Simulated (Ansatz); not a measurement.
Ansatz (a first-principles code) run on LaPt2 (Fd-3m, 6 atoms in the cell): relaxation of cell and atoms.

Computed with LDA (PW92), default PAW files made with PBE (plane waves; Ansatz).

The change in words: atoms on their sites; basis.ecutwfc: 420 eV → 505 eV; relax: default → cell and atoms. Reference geometry:
```xyz
6
Lattice="0.0000 3.8924 3.8924 3.8924 0.0000 3.8924 3.8924 3.8924 0.0000" Properties=species:S:1:pos:R:3 pbc="T T T"
La     3.9213     3.9213     3.9213
La     5.8387     5.8387     5.8387
Pt     0.9731     0.9731     0.9731
Pt     0.9731     2.9193     2.9193
Pt     2.9193     2.9193     0.9731
Pt     2.9193     0.9731     2.9193
```

Reference input (self-consistent single point, DFT, LDA (PW92), plane waves, default PAW files made with PBE): basis.ecutwfc = 420 eV; kpoints.mp_grid.grid = 5 5 5; hamiltonian.xc = lda; hamiltonian.pseudopotentials = {kind: paw} (the program's default PAW files); scf.occupations.method = fermi_dirac; scf.occupations.width = 0.1 eV. This run's input differs from it in these lines:

Ansatz 0.2 input:
```diff
@@ -7,3 +7,3 @@
   atoms:
-    - { symbol: La, position_ang: [3.921311, 3.921311, 3.921311] }
+    - { symbol: La, position_ang: [3.892445, 3.892445, 3.892445] }
     - { symbol: La, position_ang: [5.838667, 5.838667, 5.838667] }
@@ -14,3 +14,3 @@
 basis:
-  ecutwfc: 420.0
+  ecutwfc: 505.0
 kpoints:
@@ -22,2 +22,4 @@
   occupations: { method: fermi_dirac, width: 0.1 }
+relax:
+  cell: {}
 output:
```

Output, abridged:

```
   [... SCF lines of the steps left out ...]
relax step   1: F+E_penalty+E_count = -61138.76468236 eV  Δ(F+E_penalty+E_count) = +0.000e0 eV  max|allowed force component| = 9.637e-19 eV/Å  Δτ_max = 0.0000 Å  P = -5.740 GPa  Ω = 117.950 Å³  (6 SCF iters, dr2 threshold 1.00e-7 eV, accepted)
relax step   2: F+E_penalty+E_count = -61138.50600479 eV  Δ(F+E_penalty+E_count) = +2.587e-1 eV  max|allowed force component| = 4.703e-17 eV/Å  Δτ_max = 0.0000 Å  P = +14.801 GPa  Ω = 106.032 Å³  energy of the carried Pulay correction = +7.854e-4 eV [...]
   [... lines left out ...]
relax step   4: F+E_penalty+E_count = -61138.84148838 eV  Δ(F+E_penalty+E_count) = -1.399e-3 eV  max|allowed force component| = 2.783e-17 eV/Å  Δτ_max = 0.0000 Å  P = -0.013 GPa  Ω = 113.832 Å³  energy of the carried Pulay correction = +2.622e-4 eV  [...]
relax step   5: F+E_penalty+E_count = -61138.84125277 eV  Δ(F+E_penalty+E_count) = +2.356e-4 eV  max|allowed force component| = 2.879e-17 eV/Å  Δτ_max = 0.0000 Å  P = -0.015 GPa  Ω = 113.832 Å³  stress off target by 1.48e-2 GPa  SCF on the basis [...]
basis re-selected at this cell: Δ(F+E_penalty+E_count) = +2.356e-4 eV, ΔP = -0.002 GPa vs the last step
the relaxation is at rest under the 48 symmetry operations that the run kept from its start: a minimum is not shown …
Free energy (F): -61138.841253 eV
Internal energy: -61138.761068 eV  (E = F + TS)
E sigma→0 (E₀):  -61138.801160 eV
Entropy (-TS):   -0.080185 eV (-13.364 meV/atom)
Fermi energy:    19.794345 eV
--- Forces (eV/Å), atoms counted from 1 ---
  atom   1  La     0.00000000    -0.00000000    -0.00000000
   [... zero for the other atoms too ...]
   [... lines left out ...]
  cell:  # Å, volume = 113.8318 Å³
   [... lines left out ...]
    - { symbol: La, position: [0.7499999999999999, 0.7499999999999999, 0.7499999999999999] }
    - { symbol: Pt, position: [0.12499999999999994, 0.12499999999999994, 0.12499999999999994] }
    - { symbol: Pt, position: [0.625, 0.12499999999999994, 0.12499999999999994] }
    - { symbol: Pt, position: [0.12499999999999994, 0.12499999999999994, 0.625] }
    - { symbol: Pt, position: [0.12499999999999994, 0.625, 0.12499999999999994] }
```

The run converged. 

Summary of the result:
Free energy E − TS (on the zero of these files): -61138.8413 eV
Fermi level (on the code's own zero): 19.79 eV
Pressure: -0.01 GPa
Final cell: a = b = c = 5.440 Å, α = β = γ = 60.00°
Final volume per atom: 18.97 Å³
Relaxation steps: 5

The starting cell comes from a database of computed structures (which also holds hypothetical and non-ambient phases and stackings), without a prior relaxation at this level. Its lattice was rescaled by up to half a per cent. Spin polarisation is off. The relaxation keeps the symmetry of its start, so its end need not be a minimum. Ansatz's pressure includes its estimate of the finite-basis (Pulay) stress.

Cost on one core of a shared machine: roughly 30 s.
